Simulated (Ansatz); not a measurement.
The starting structures come from a database of crystals and need not be the phases stable at ambient conditions.

 Where the default PAW files enter, the runs use the earlier of Ansatz's two default sets.

Tunnelling through a barrier is set by its complex band structure: the current falls as exp(−2κd) with the smallest κ.

Input:

```yaml
crystal:
  lattice:
    - [3.33360, 0.00000, 0.00000]
    - [0.00000, 6.50500, 0.00000]
    - [0.00000, 0.00000, 5.72309]
  atoms:
    - { symbol: Hf, position: [0.75000, 0.89213, 0.75132] }
    - { symbol: Hf, position: [0.25000, 0.10787, 0.24868] }
    - { symbol: Hf, position: [0.25000, 0.39213, 0.74868] }
    - { symbol: Hf, position: [0.75000, 0.60787, 0.25132] }
    - { symbol: O, position: [0.25000, 0.65855, 0.97921] }
    - { symbol: O, position: [0.75000, 0.34145, 0.02079] }
    - { symbol: O, position: [0.75000, 0.15855, 0.52079] }
    - { symbol: O, position: [0.25000, 0.84145, 0.47921] }
    - { symbol: O, position: [0.25000, 0.07660, 0.86050] }
    - { symbol: O, position: [0.75000, 0.92340, 0.13950] }
    - { symbol: O, position: [0.75000, 0.57660, 0.63950] }
    - { symbol: O, position: [0.25000, 0.42340, 0.36050] }
```

Space group of this cell: Pnma. The cell is strained (lengths along the current scaled by 1.03, ions clamped); by r2SCAN its mean pressure is -11.0 GPa.

Transport runs along the normal of the first two printed cell vectors.

The gap is the functional's own, uncorrected, and κ follows it; spin-orbit coupling is left out. Mid-gap values are interpolated between the computed energies.

**Question.** Compute, with Ansatz (a first-principles code) with r2SCAN, the band gap and the smallest decay constant κ at mid-gap.

**Answer.** Gap 3.70 eV on a 10×6×6 mesh; κ = 0.448 1/Å, at the zone centre.
